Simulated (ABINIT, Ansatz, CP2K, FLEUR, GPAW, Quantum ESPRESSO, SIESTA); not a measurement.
## Code comparison for CaCd2 (Imma, 6 atoms in the cell)

Self-consistent single point.

```
CaCd2
1.0
   -2.46894     3.78884     4.19787
    2.46894    -3.78884     4.19787
    2.46894     3.78884    -4.19787
Ca Cd
2 4
Direct
  0.79145   0.54145   0.25000
  0.20855   0.45855   0.75000
  0.61667   0.16455   0.45212
  0.38333   0.83545   0.54788
  0.21243   0.16455   0.04788
  0.78757   0.83545   0.95212
```

All programs got the same cell, k-point mesh and kind of occupations (in Ansatz's words: kpoints.mp_grid.grid = 4 4 4; scf.occupations.method = fermi_dirac; scf.occupations.width = 0.1 eV); potentials, basis and cutoffs are each program's usual ones.

```tsv
code	model	pressure (GPa)	largest force (eV/Å)	k-points	cutoff
GPAW	LDA (Perdew-Wang 92), GPAW PAW datasets LDA (gpaw-data 1.0.1)	-4.07	0.038	18	550 eV
SIESTA	LDA PW92, numerical atomic orbitals DZP, PseudoDojo LDA standard norm-conserving potentials (rewritten from UPF to PSML)	-3.91	0.153	44	grid 300 Ry
Quantum ESPRESSO	LDA (PZ), GBRV 1.5 ultrasoft (LDA) pseudopotentials	-4.06	0.038	18	40 Ry
ABINIT	LDA (PW92), PAW (JTH v2.0 LDA PAW)	-3.96	0.038	18	40 Ry
FLEUR	LDA (Vosko-Wilk-Nusair), all-electron FLAPW (FLEUR), scalar-relativistic valence	–	0.037	18	Kmax 4 1/bohr
CP2K	LDA (Pade form), GPW, DZVP-MOLOPT-SR-GTH basis, GTH-PADE potentials (GTH_POTENTIALS)	-3.01	0.038	36	grid 500 Ry
Ansatz	LDA (PW92), PAW files made with PBE	-3.83	0.037	18	default
```

Size of the force on each atom (eV/Å): Sizes of forces hide their directions.

```
code                Ca1    Ca2    Cd3    Cd4    Cd5    Cd6
----------------  -----  -----  -----  -----  -----  -----
GPAW              0.038  0.038  0.010  0.010  0.010  0.010
SIESTA            0.153  0.153  0.111  0.111  0.109  0.109
Quantum ESPRESSO  0.038  0.038  0.018  0.018  0.018  0.018
ABINIT            0.038  0.038  0.016  0.016  0.016  0.016
FLEUR             0.037  0.037  0.013  0.013  0.013  0.013
CP2K              0.020  0.020  0.038  0.038  0.038  0.038
Ansatz            0.037  0.037  0.015  0.015  0.015  0.015
```

A dash marks a value that a program does not give, or that is left out as unsure.

The spread over the programs that give each value: pressure within 1.06 GPa; largest force within 0.116 eV/Å.

The starting cell comes from a database of computed structures (which also holds hypothetical and non-ambient phases and stackings), without a prior relaxation at this level. On Ansatz's run: In the base run, with a pressure of about -4 GPa the cell is away from its equilibrium volume at this level.

Q: Why do the programs differ, and what cannot be compared?

A: Differences of this kind can come from the potentials, where these differ, and from what each basis and cutoff leave unconverged. The valence holds different numbers of electrons (GPAW 68, SIESTA 100, Quantum ESPRESSO 68, ABINIT 68, FLEUR 92, CP2K 68, Ansatz (a quantum-chemistry and plane-wave program) 100). The zero of total energies and Fermi levels follows the potentials and each program's conventions, so they are not compared here. SIESTA and CP2K use small atom-centred bases, whose incompleteness enters pressures, forces and empty levels differently from a plane-wave cutoff. FLEUR treats all electrons, but the usual bases taken here (sphere radii, linearisation, local orbitals, empty states) were not tested for convergence, so the values are no reference for the others. Ansatz's pressure is given at a fixed set of plane waves, as the other plane-wave codes print theirs. The same LDA comes in different parametrisations, which differ slightly. The programs reduce the same mesh by symmetry to different extents, which changes the work and not the result. In the pressure, CP2K (by 1.00) lies more than 1 GPa from the median of the plane-wave programs. In the force vectors, SIESTA (by 0.190) lies more than 0.08 eV/Å from the median of the plane-wave programs.

Left out of this page: Elk (not drawn, or without a comparable value).

Keys are those of Ansatz 0.2.
